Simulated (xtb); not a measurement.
xtb 6.7.1, GFN2-xTB: Hf(I)2(OtBu)2 (CC(C)(C)[O][Hf]([I])([I])[O]C(C)(C)C), 31 atoms. The geometry is a generated start, not checked to be a minimum at this level.

```json
{
  "run_flags": "--grad",
  "method": "GFN2-xTB",
  "--acc": "1 (default)",
  "--etemp (K)": "300 (default)",
  "basis_functions": "88",
  "valence_electrons": "80"
}
```

Charge 0 and multiplicity 1 are set for this test and not shown to be the ground state.

One run each on 1 thread. Values of broydamp tried: 0.02, 0.05, 0.1, 0.2, 0.4 (default), 0.6, 0.8, 1.

Problem. Which value of broydamp needs the fewest SCC iterations, and what happens away from it?

Solution. Fewest SCC iterations, within one of each other: 0.1 with 20, 0.2 with 21. The count rises to 37 at 1. All converge to one solution.

```
broydamp       SCC iterations            end
-------------  --------------  -------------
0.02                       32  same solution
0.05                       25  same solution
0.1                        20  same solution
0.2                        21  same solution
0.4 (default)              22  same solution
0.6                        27  same solution
0.8                        34  same solution
1                          37  same solution
```
